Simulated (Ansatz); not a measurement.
Checking a run of Ansatz (an electronic-structure program) on Ni₃Se (P6_3/mmc, 8 atoms in the cell). The aim is a self-consistent single point with DFT, LDA (PW92), plane waves, PAW files made with PBE.

Cell that was meant: a = 5.1525 Å, b = 5.1525 Å, c = 4.1834 Å, α = 90.00°, β = 90.00°, γ = 120.00°.

Part of the input:

Ansatz 0.2 input:
```yaml
    - { symbol: Ni, position_ang: [-1.307975, 3.729986, 1.045860], spin: 2.0 }
    - { symbol: Se, position_ang: [2.576278, 1.487412, 1.045860] }
    - { symbol: Se, position_ang: [-0.000003, 2.974827, 3.137580] }
basis:
  ecutrho_ratio: 2
kpoints:
  mp_grid: { grid: [5, 5, 6] }
hamiltonian:
```

Log, with long lists cut:

```
   [... lines left out ...]
PAW frozen core: Se, regenerated for the run's functional, and the local potential with it
Initial density: superposition of atomic densities (chi_scale 0.1, normalization cell, long waves kept (reshape's long-wave potential 0.01 eV rms))
Starting moments: Σ|m| = 12 μB on 6 of 8 sites
Initial wavefunctions: pseudopotential atomic-orbital guess
Eigensolver: davidson
Functional: x = slater, c = lda
SCF iter   1: F=—  HF=-45399.964495 eV  |F-HF|=—  |Δ(HF+E_count)|=         —  Δρ=2.45e-1 (↑1.33e-1 ↓2.45e-1)  dr2=2.52e1  dr2_m=3.03e1  M=2.417 μB ∫|m|=2.496 μB  β_m=0.30  ethr=3.10e-3  ⟨swp⟩=5.9  Hψ=12701  notcnv=0  defer=18
Mixer restart at iter 1: flushing history
all-band conjugate gradients solve this SCF's bands
preconditioner: auto → Kerker (q_TF=auto, 2.904 Å⁻¹)
   [... lines left out ...]
SCF iter  14: F=—  HF=-45406.318310 eV  |F-HF|=—  |Δ(HF+E_count)|=   2.60e-8  Δρ=4.35e-6 (↑2.33e-6 ↓4.35e-6)  dr2=2.80e-8  dr2_m=1.08e-9  M=-0.000 μB ∫|m|=0.000 μB  β_m=0.93  ethr=2.68e-10  ⟨swp⟩=2.0  Hψ=5741  notcnv=0  defer=520
SCF iter  15: F=-45406.318310 eV  HF=-45406.318310 eV  |F-HF|=1.21e-8  |Δ(HF+E_count)|=   3.17e-9  Δρ=2.14e-6 (↑2.14e-6 ↓2.14e-6)  dr2=1.27e-8  dr2_m=7.46e-13  M=-0.000 μB ∫|m|=0.000 μB  ethr=2.00e-11  ⟨swp⟩=9.2  Hψ=19312  notcnv=0
SCF 1 converged in 15 iterations: F = -45406.318310 eV  dr2 = 1.27e-8
WARN: the starting moments were not kept: the SCF closed with an absolute magnetisation of 3.1e-5 μB, where they sum to 12 μB in size (6 sites) …
   [... lines left out ...]
Absolute magnetization: 0.0000 μB (∫|ρ↑−ρ↓|, with the PAW one-centre terms)
Free energy (F): -45406.318310 eV
Fermi energy:    17.239541 eV
   [... lines left out ...]
  P = ⅓ Tr σ = -10.1173 GPa (-101.173 kbar)
  The stress holds the Pulay correction, which leaves out the density cutoff's part. Without it, at fixed plane waves, as pw.x and ABINIT print it …
settings of this run that can trade accuracy for cost: basis.ecutrho_ratio < 4. Do not mix this run's numbers with those of runs without the same settings …
```

Is anything amiss in this input, and did it matter?

The run is not sound. The fault is a density cutoff or grid that is too coarse. The density and potential grid has to resolve products of orbitals and any augmentation charge. To fix it, restore the density cutoff. The run converged in 15 iterations without an error; against the sound input the free energy falls by 16.2 meV/atom, the pressure goes from -11.60 to -10.12 GPa and the largest force goes from 0.109 to 0.097 eV/Å. The full log also holds (shortened here): “WARN basis.ecutrho_ratio = 2 (ecutrho = 840 eV) is below the records' recommended cutoff”. At a fixed set of plane waves, without the program's Pulay estimate, the pressure is -10.19 GPa against -11.67 GPa.

An input that runs soundly differs in these lines (not the only fix; some lines may just follow from the change or write a value another way):
```diff
-basis:
-  ecutrho_ratio: 2
```

With that input, the run converged in 15 iterations: free energy E − TS (on the zero of these files) -45406.1891 eV; Fermi level (on the code's own zero) 17.24 eV; pressure -11.60 GPa; largest force (vector length) 0.109 eV/Å; size of the cell's spin moment 0.00 μB (DFT, LDA (PW92), plane waves, PAW files made with PBE).

On the sound input: the starting cell comes from a database of computed structures (which also holds hypothetical and non-ambient phases and stackings), without a prior relaxation at this level. The starting moments vanished: the run ended non-magnetic, which need not be the lowest state. The program warned that a starting moment was not kept. With a pressure of about -12 GPa the cell is away from its equilibrium volume at this level. Ansatz's pressure includes its estimate of the finite-basis (Pulay) stress.
